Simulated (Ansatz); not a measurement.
```
CELL_PARAMETERS angstrom
     19.00000     0.00000     0.00000
      0.00000    19.00000     0.00000
      0.00000     0.00000     7.16504
ATOMIC_POSITIONS crystal
  Ge 0.36896 0.50353 0.52067
  Ge 0.42636 0.39935 0.65043
  Ge 0.45283 0.43176 0.97239
  Ge 0.45474 0.59911 0.49755
  Ge 0.48456 0.63221 0.82020
  Ge 0.53991 0.36394 0.52067
  Ge 0.53448 0.53177 0.99123
  Ge 0.55965 0.56259 0.32118
  Ge 0.61641 0.46710 0.49755
  Ge 0.64288 0.50294 0.82020
  H  0.33216 0.48883 0.33272
  H  0.31138 0.52535 0.66230
  H  0.37471 0.33609 0.65191
  H  0.38402 0.45112 0.07542
  H  0.48555 0.36822 0.07542
  H  0.42012 0.66341 0.40012
  H  0.41684 0.65896 0.91717
  H  0.53817 0.69352 0.82095
  H  0.53287 0.32494 0.33273
  H  0.57281 0.31189 0.66231
  H  0.61143 0.62600 0.31862
  H  0.68633 0.44604 0.40012
  H  0.68263 0.44193 0.91717
  H  0.69223 0.56772 0.82095
```

Computed with PBE (plane waves to 420 eV, PAW; Ansatz, a program for electronic structure). Mesh 1×1×6. No spin polarisation. One-dimensional cell, images about 11 Å apart. An idealised model, cut from the bulk lattice. Only distortions within the start's symmetry and period were free. Values not marked SOC lack spin–orbit coupling.

Task: Tabulate the two highest filled and two lowest empty levels along the axis, from the valence top.

Result: 
```tsv
k (2π/c)	v2 (eV)	v1 (eV)	c1 (eV)	c2 (eV)
0.000	-0.57	0.00	3.26	3.88
0.042	-0.57	-0.01	3.26	3.88
0.083	-0.57	-0.04	3.25	3.90
0.125	-0.57	-0.10	3.23	3.92
0.167	-0.57	-0.17	3.23	3.95
0.208	-0.56	-0.26	3.24	3.97
0.250	-0.55	-0.35	3.27	3.86
0.292	-0.53	-0.45	3.33	3.74
0.333	-0.54	-0.51	3.39	3.61
0.375	-0.59	-0.48	3.45	3.50
0.417	-0.62	-0.45	3.42	3.51
0.458	-0.63	-0.44	3.36	3.55
0.500	-0.64	-0.43	3.34	3.56
```
